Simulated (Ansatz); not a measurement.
The reference is HfS3 (space group P2_1/m, No. 11; a cell from a computed database, its experimental status unchecked; layered, stacked along the Cartesian z axis).

```xyz
8
Lattice="5.1034 0.0000 0.0000 0.0000 3.5959 0.0000 -1.1624 0.0000 8.9112" Properties=species:S:1:pos:R:3 pbc="T T T"
Hf     0.6937     2.6969     5.8345
Hf     3.2474     0.8990     3.0767
S      4.2770     2.6969     1.5140
S     -0.3360     0.8990     7.3973
S      0.6937     0.8990     3.9805
S      3.2473     2.6969     4.9308
S      1.7438     0.8990     7.3755
S      2.1972     2.6969     1.5357
```

All numbers come from r2SCAN+rVV10, PAW, 500 eV (Ansatz, a first-principles code; no spin-orbit coupling).

Before the change:

- Valley order = B (0, 0, 1/2) 1.42 eV; Y₂ (1/2, 0, 0) 1.63 eV; A (1/2, 0, 1/2) 1.66 eV
- Pressure = 0.0 kbar

The change: an isotropic linear strain of −1.20 %; the atoms relax in the strained cell.

Problem. How does this affect the valley order?

Solution. The valley order (the lowest conduction-band minima on the path, energy above the VBM, named in the base's zone) changes from B (0, 0, 1/2) 1.42 eV; Y₂ (1/2, 0, 0) 1.63 eV; A (1/2, 0, 1/2) 1.66 eV to B (0, 0, 1/2) 1.28 eV; Y₂ (1/2, 0, 0) 1.41 eV; A (1/2, 0, 1/2) 1.45 eV.

Problem. What happens to the pressure?

Solution. The pressure (mean of the normal stresses, compression positive) goes from zero to 20.3 kbar.

Problem. Estimate the effect on the energy relative to the base.

Solution. The energy goes up by 4.4 meV/atom.

With Hf present, leaving out spin-orbit coupling can change the band edges. The levels and masses belong to the bands next to the band gap. Stability against distortions was not tested.
